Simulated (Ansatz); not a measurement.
ZnSe, response to strain

Take ZnSe in the zinc blende structure (space group F-43m, No. 216) as the base.

ZnSe has the cubic space group F-43m (No. 216), the zinc blende structure, Pearson symbol cF8. Cell: a = b = c = 5.666 Å, α = β = γ = 90.00°. Zn on 4a sees 4 Se at 2.453 Å (tetrahedral). Se on 4d sees 4 Zn at 2.453 Å (tetrahedral). (Neighbours: up to the widest gap in distance over summed covalent radii, below 1.35, at either atom; cation-cation and far metal-metal contacts left out.)
(The calculation used a cell of 2 atoms; values per cell refer to that cell.)

Strains are applied to the cell and any free atomic positions relax.

Method: r2SCAN (Ansatz, an electronic-structure program, PAW, no SOC).

```csv
isotropic strain (%),band gap (eV)
0,1.87
0.5,1.80
1,1.74
1.5,1.68
2,1.62
2.5,?
3,1.50
```

Fit E_g = E₀ + Dε (ε in %) to the rows shown and predict the withheld row.

Least squares on the printed values gives E₀ = 1.86 eV, D = -122 meV per % of strain (largest residual 0.01 eV); this predicts 1.56 eV, and the run gives 1.56 eV, in agreement.

Whether these cells are dynamically stable was not tested.
